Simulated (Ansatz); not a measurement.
Levels about the gap of amorphous Ti$_{10}$Si$_{12}$O$_{44}$ (66 atoms in a cell of 949 Å³, 2.66 g/cm³; zone centre alone, so wide bands show as single levels with stretches between that a denser mesh fills), at the geometry that PBE relaxed, where it gives 0.1 GPa on a denser mesh. The participation number counts the atoms over which a state spreads; weights are charges in smoothed Voronoi cells. The levels come from a single point, so bond lengths are those of that geometry. Method of the levels: PBE, scalar-relativistic without spin-orbit coupling (Ansatz, a program for electronic structure). Sampling: the zone centre alone; Fermi-Dirac width 0.02 eV; no spin polarisation. At PBE the levels at both edges of the gap are localised (band-tail or defect states), and the nearest spread-out levels lie 3.8 eV apart at the zone centre.

A CHGNet melt-quench gave the starting glass, which DFT then relaxed. O atoms were pushed apart under 1.9 Å during the dynamics, to hinder bonds among them. The hot cell started wider than the set density and was brought back towards it in steps. It is the lowest in DFT energy of 2 quenches. It is a model cell: composition and starting density were chosen by hand, and all elements were melted together. No dispersion term was used. A short ab initio anneal came between quench and relaxation. Its density started from a set value of 2.87 and ended at 2.66 g/cm³. Cooling (nominally 280 K/ps over its main leg) ran many orders faster than in experiment, which tends to leave more defects and strain. Values belong to this one cell and scatter from quench to quench. The volume was free in the relaxation, at fixed shape. Stress components on the final sampling reach 2.9 GPa.

```
E - E(highest filled), eV  filling  participation number        largest on  weight O  weight Ti  weight Si
-------------------------  -------  --------------------  ----------------  --------  ---------  ---------
-0.31                       filled                  18.6   O, 2 neighbours      0.95       0.03       0.02
-0.26                       filled                  27.3   O, 2 neighbours      0.95       0.03       0.02
-0.24                       filled                  19.6   O, 2 neighbours      0.95       0.03       0.02
-0.18                       filled                  21.9   O, 3 neighbours      0.95       0.03       0.02
-0.14                       filled                  19.6   O, 2 neighbours      0.95       0.03       0.02
-0.11                       filled                  13.3   O, 2 neighbours      0.95       0.03       0.01
0.00                        filled                   5.8   O, 3 neighbours      0.94       0.05       0.02
3.21                         empty                   3.1  Ti, 4 neighbours      0.19       0.79       0.01
3.25                         empty                   5.8  Ti, 4 neighbours      0.20       0.79       0.01
3.50                         empty                   5.6  Ti, 5 neighbours      0.18       0.81       0.01
3.64                         empty                   8.1  Ti, 4 neighbours      0.19       0.79       0.01
3.65                         empty                   5.4  Ti, 5 neighbours      0.19       0.79       0.01
3.69                         empty                   6.2  Ti, 5 neighbours      0.20       0.79       0.01
3.75                         empty                   5.9  Ti, 4 neighbours      0.20       0.79       0.01
```

Most localised among these is the empty level at +3.21 eV, on a Ti atom, which has 4 neighbours (O 1.80 Å, O 1.87 Å, O 1.90 Å, O 1.90 Å).
